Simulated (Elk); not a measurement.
Elk run on Rb3Zn (I4/mmm, 4 atoms in the cell): self-consistent single point.

Level of theory: LDA (PW92), spin-orbit coupling in second variation, all-electron FP-LAPW, Elk's shipped species files, default APW+lo basis (Elk).

```
CELL_PARAMETERS angstrom
     -3.13969     3.13969     6.31754
      3.13969    -3.13969     6.31754
      3.13969     3.13969    -6.31754
ATOMIC_POSITIONS crystal
  Rb 0.75000 0.25000 0.50000
  Rb 0.25000 0.75000 0.50000
  Rb 0.50000 0.50000 0.00000
  Zn 0.00000 0.00000 0.00000
```

Reference input (self-consistent single point, DFT, LDA (PW92), all-electron FP-LAPW, Elk's shipped species files, default APW+lo basis): xctype = 3; rgkmax = 7; stype = 0; swidth = 0.00999582 Ha; ngridk = 5 5 5. This run's input differs from it in these lines:

```diff
@@ -6,4 +6,13 @@
 
+spinorb
+  .true.
+
 rgkmax
   7.0
+
+lmaxi
+  3
+
+nempty
+  10
```

Log, with long lists cut:

```
│ Self-consistent loop started │
│ Loop number : 1 │
 total energy                :     -10729.1052568
 total moment                :  -0.3565828586E-20 -0.1084285000E-24 -0.5195149608E-24
│ Loop number : 2 │
 total energy                :     -10729.1371044
 total moment                :  -0.2305765490E-21 -0.2130171211E-25  0.2684464282E-24
RMS change in Kohn-Sham potential (target) :   0.1347350605E-01 (  0.1000000000E-05)
Absolute change in total energy (target)   :   0.3184767968E-01 (  0.1000000000E-03)
│ Loop number : 3 │
 total energy                :     -10729.1219976
   [... lines left out ...]
 total energy                :     -10727.1984304
 total moment                :   0.1325962547E-20  0.5116913826E-24 -0.2198235422E-24
RMS change in Kohn-Sham potential (target) :   0.3472671031E-07 (  0.1000000000E-05)
Absolute change in total energy (target)   :   0.1560698565E-03 (  0.1000000000E-03)
│ Loop number : 14 │
 total energy                :     -10727.1984288
 total moment                :  -0.1244397399E-20 -0.2035963787E-24 -0.2142687841E-24
RMS change in Kohn-Sham potential (target) :   0.1268498075E-07 (  0.1000000000E-05)
Absolute change in total energy (target)   :   0.4067273221E-04 (  0.1000000000E-03)
Convergence targets achieved

│ Loop number : 15 │

Energies :
 Fermi                       :     0.554301990212E-01
 xc effective B-field        :    -0.347199334924E-12
 external B-field            :      0.00000000000
 total energy                :     -10727.1984288
 (external B-field energy excluded from total)

Density of states at Fermi energy :    74.77541755
 (states/Hartree/unit cell)

Estimated indirect band gap :   0.1422468765E-02
 from k-point     11 to k-point     15
Estimated direct band gap   :   0.1010578802E-01
 at k-point     14

Charges :
 core                        :    96.00000000
 valence                     :    45.00000000
 interstitial                :    6.195884260
 muffin-tins (core leakage)
  species :    1 (Rb)
   atom    1                 :    35.36921151     (  0.9257754104E-04)
   [... lines left out ...]
   atom    3                 :  -0.1272291950E-28  0.1808528084E-24 -0.2654666945E-24
  species :    2 (Zn)
   atom    1                 :   0.6307061595E-24  0.1022585317E-24 -0.2852625015E-24
 total in muffin-tins        :   0.1782131172E-20  0.2831113401E-24 -0.5507291960E-24
 total moment                :   0.1782151091E-20  0.1293449096E-24 -0.5012109308E-24

│ Self-consistent loop stopped │
```

The run converged in 15 iterations. The count includes the last loop, which Elk runs after its targets are met. 

The starting cell comes from a database of computed structures (which also holds hypothetical and non-ambient phases and stackings), without a prior relaxation at this level. Values depend on the basis (sphere radii, cutoffs, local orbitals), which need not be converged. The log's line on a gap gives a spacing of levels on this mesh, which the program prints for metals too.

Cost on one core of a shared machine: roughly 2 min.
